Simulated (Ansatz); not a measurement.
GaP(110) slab, cut from zinc-blende GaP: Ga24P24, 6 atomic planes, area 86 Å², cell height 21.8 Å with vacuum; both faces free, started from the bulk cut, in-plane cell fixed at 1.002 times the relaxed lattice. The numbers are results of PBE (plane waves, PAW; Ansatz, a quantum-chemistry and plane-wave program), not measurements. Mean temperature 312 K, 3.4 ps sampled after 1.4 ps of Langevin dynamics; k-points: 2x2x1 mesh shifted by half a step in the plane; no spin polarisation or spin-orbit coupling. So thin a slab has no true bulk in its middle, and the cell admits only reconstructions that fit it.

```json
[
 {"plane (from the bottom)": "1", "atoms": "Ga4P4", "start height (Å)": "-4.88", "mean height (Å)": "-4.77", "spread of site heights (Å)": "0.32", "rms motion, normal (Å)": "0.09", "rms motion, in plane (Å)": "0.12", "in-plane shift from the start (Å)": "0.20", "coordination": "3.0"},
 {"plane (from the bottom)": "2", "atoms": "Ga4P4", "start height (Å)": "-2.93", "mean height (Å)": "-2.96", "spread of site heights (Å)": "0.06", "rms motion, normal (Å)": "0.09", "rms motion, in plane (Å)": "0.08", "in-plane shift from the start (Å)": "0.12", "coordination": "4.0"},
 {"plane (from the bottom)": "3", "atoms": "Ga4P4", "start height (Å)": "-0.98", "mean height (Å)": "-0.97", "spread of site heights (Å)": "0.04", "rms motion, normal (Å)": "0.07", "rms motion, in plane (Å)": "0.09", "in-plane shift from the start (Å)": "0.09", "coordination": "4.0"},
 {"plane (from the bottom)": "4", "atoms": "Ga4P4", "start height (Å)": "0.98", "mean height (Å)": "0.97", "spread of site heights (Å)": "0.04", "rms motion, normal (Å)": "0.08", "rms motion, in plane (Å)": "0.08", "in-plane shift from the start (Å)": "0.09", "coordination": "4.0"},
 {"plane (from the bottom)": "5", "atoms": "Ga4P4", "start height (Å)": "2.93", "mean height (Å)": "2.96", "spread of site heights (Å)": "0.06", "rms motion, normal (Å)": "0.09", "rms motion, in plane (Å)": "0.08", "in-plane shift from the start (Å)": "0.11", "coordination": "4.0"},
 {"plane (from the bottom)": "6", "atoms": "Ga4P4", "start height (Å)": "4.88", "mean height (Å)": "4.77", "spread of site heights (Å)": "0.32", "rms motion, normal (Å)": "0.11", "rms motion, in plane (Å)": "0.09", "in-plane shift from the start (Å)": "0.20", "coordination": "3.0"}
]
```

```
Quantity                                                                                       Value
---------------------------------------------------------  -----------------------------------------
outer plane spacing                                        1.81 Å against 1.95 Å at the start (-7 %)
normal motion of the outer planes over that of the middle                                        1.3
in-plane diffusion                                                           none seen within 3.4 ps
coordination in the top plane                                                           3-fold 100 %
mean vibrational (phonon) frequency                                                          6.7 THz
```

A denser in-plane k-mesh moves the forces of one frame by 0.01 eV/Å rms. Bonds are counted up to Ga-P 2.99 Å; heights count from the centre of mass.
